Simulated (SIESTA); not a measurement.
SIESTA run on Y3PbC (P1, 5 atoms in the cell): self-consistent single point.

Method: SIESTA with GGA PBEsol, numerical atomic orbitals TZP, PseudoDojo PBEsol standard norm-conserving potentials (rewritten from UPF to PSML).

The change in words: lattice scaled by 0.98. Reference geometry:
```yaml
crystal:
  lattice:
    - [4.90953, 0.00000, 0.00000]
    - [0.00000, 4.90953, 0.00000]
    - [0.00000, 0.00000, 4.90953]
  atoms:
    - { symbol: Y, position: [0.49176, 0.99014, 0.50604] }
    - { symbol: Y, position: [0.00064, 0.49111, 0.49220] }
    - { symbol: Y, position: [0.50559, 0.50635, 0.99888] }
    - { symbol: Pb, position: [0.99568, 0.00249, 0.00444] }
    - { symbol: C, position: [0.50633, 0.50992, 0.49844] }
```

Reference input (self-consistent single point, DFT, GGA PBEsol, numerical atomic orbitals TZP, PseudoDojo PBEsol standard norm-conserving potentials (rewritten from UPF to PSML)): XC.functional = GGA; XC.authors = PBEsol; potentials = PseudoDojo PBEsol standard; PAO.BasisSize = TZP; PAO.EnergyShift = 0.01 Ry; MeshCutoff = 300 Ry; kgrid.MonkhorstPack = 4 4 4; OccupationFunction = MP; OccupationMPOrder = 0; ElectronicTemperature = 0.05 eV; MaxSCFIterations = 150; SCF.Mixer.Method = Pulay. This run's input differs from it in these lines:

```diff
@@ -13,5 +13,5 @@
 %block LatticeVectors
-     9.277667101    0.000000000    0.000000000
-     0.000000000    9.277667101    0.000000000
-     0.000000000    0.000000000    9.277667101
+     9.092113003    0.000000000    0.000000000
+     0.000000000    9.092113003    0.000000000
+     0.000000000    0.000000000    9.092113003
 %endblock LatticeVectors
@@ -19,7 +19,7 @@
 %block AtomicCoordinatesAndAtomicSpecies
-     2.414325201   -0.048422694    2.484418561  1
-     0.003127371    2.411099640    2.416485395  1
-     2.482199454    2.485930696   -0.005513402  1
-    -0.021218989    0.012244368    0.021803223  2
-     2.485861963    2.503442990    2.447101224  3
+     2.366038501   -0.047454237    2.434729988  1
+     0.003064823    2.362877451    2.368155490  1
+     2.432555262    2.436211880   -0.005403134  1
+    -0.020794607    0.011999479    0.021367156  2
+     2.436144521    2.453373926    2.398159000  3
 %endblock AtomicCoordinatesAndAtomicSpecies
```

Output, abridged:

```
        iscf     Eharris(eV)        E_KS(eV)     FreeEng(eV)     dDmax    Ef(eV) dHmax(eV)
   scf:    1    -5343.282261    -5381.896782    -5381.902613  1.736212 -4.535017 16.035100
   scf:    2    -5392.659303    -5387.776658    -5387.784707  0.090105 -4.542770  9.878438
   scf:    3    -5392.079051    -5391.722391    -5391.726270  0.258648 -4.532301  1.333031
   scf:    4    -5387.112928    -5390.281275    -5390.286802  0.146681 -4.682482  6.553591
   scf:    5    -5392.467745    -5391.903713    -5391.907640  0.135787 -4.680379  0.532286
   [... 5 lines left out ...]
   scf:   11    -5391.914645    -5391.914653    -5391.918550  0.000578 -4.665648  0.007789
   scf:   12    -5391.914656    -5391.914655    -5391.918552  0.000262 -4.665509  0.001069
   scf:   13    -5391.914655    -5391.914655    -5391.918552  0.000037 -4.665522  0.000035
   scf:   14    -5391.914655    -5391.914655    -5391.918552  0.000001 -4.665523  0.000034
SCF Convergence by DM+H criterion
max |DM_out - DM_in|         :     0.0000007922
max |H_out - H_in|      (eV) :     0.0000343754
SCF cycle converged after 14 iterations

Using DM_out to compute the final energy and forces

siesta: E_KS(eV) =            -5391.9147

siesta: E_KS - E_eggbox =     -5391.9147

siesta: Atomic forces (eV/Ang):
     1    0.245228    0.848497   -0.173411
     2    0.080466    0.167405    0.239716
     3   -0.161226   -0.296095    0.001493
     4    0.104160   -0.035011   -0.114363
     5   -0.264745   -0.681163    0.043537
   Tot    0.003882    0.003634   -0.003027
   Max    0.848497
   Res    0.324233    sqrt( Sum f_i^2 / 3N )
   Max    0.848497    constrained

Stress tensor Voigt[x,y,z,yz,xz,xy] (kbar):      -17.68      -24.87      -19.69       -0.07       -0.51        0.52
   [... lines left out ...]
siesta: FreeEng =     -5391.918552
siesta: Cell volume =        111.377605 Ang**3
siesta:          20.74649896         31.56178852  kBar
   [... lines left out ...]
             -0.295   0.632   0.651   0.648   0.013   0.014   0.025   0.014

              0.025

mulliken: Qtot =       51.000

Mulliken Atomic Populations:
Atom #   charge [q] valence [e]  Species
     1     0.450858   10.549142  Y
     2     0.464388   10.535612  Y
     3     0.463445   10.536555  Y
     4    -0.736313   14.736313  Pb
     5    -0.642377    4.642377  C
 Total     0.000000
```

The run converged in 14 iterations. Against the reference run the free energy drops by 5.8 meV/atom, the pressure goes from -3.13 to 2.07 GPa and the largest force goes from 0.707 to 0.900 eV/Å.

The starting cell comes from a database of computed structures (which also holds hypothetical and non-ambient phases and stackings), without a prior relaxation at this level. Its atoms were displaced at random from the sites of space group no. 221. For this run, on top of that: lattice scaled by 0.98. Values carry the incompleteness of an atom-centred basis.

Cost on one core of a shared machine: roughly 3 min.
